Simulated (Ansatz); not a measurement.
System: LaLuO3 (model structure, started from the cubic perovskite type, Pm-3m, No. 221, 5 atoms in the cell). Method: LDA (PAW; Ansatz, a quantum-chemistry and plane-wave program).

Run with plane-wave cutoff 520 eV, 8×8×8 k mesh, Fermi–Dirac smearing 0.01 eV, scalar-relativistic PAW data made under PBE.

Cell (relaxed at this level):

```
CELL_PARAMETERS angstrom
      4.15275     0.00000     0.00000
      0.00000     4.15275     0.00000
      0.00000     0.00000     4.15275
ATOMIC_POSITIONS crystal
  La 0.00000 0.00000 0.00000
  Lu 0.50000 0.50000 0.50000
  O  0.00000 0.50000 0.50000
  O  0.50000 0.50000 0.00000
  O  0.50000 0.00000 0.50000
```

Problem. What does this level give for the band gap and bulk modulus?

Solution. 
- band gap: 1.37 eV (on the SCF k mesh)
- bulk modulus: 163 GPa

Note: the bulk modulus is −V dP/dV from two relaxed cells at ±2 % in volume; the relaxation could raise the start's symmetry but not lower it, so the cell can be a saddle point.

Spin–orbit coupling is not included.

The computed numbers hold no vibrational or temperature effects.

Computing time: around 28 core-seconds (rough).

A model structure was made by putting elements into a prototype or built by hand; it is no filed structure, need not be a known phase, and can be a saddle point held by its symmetry.
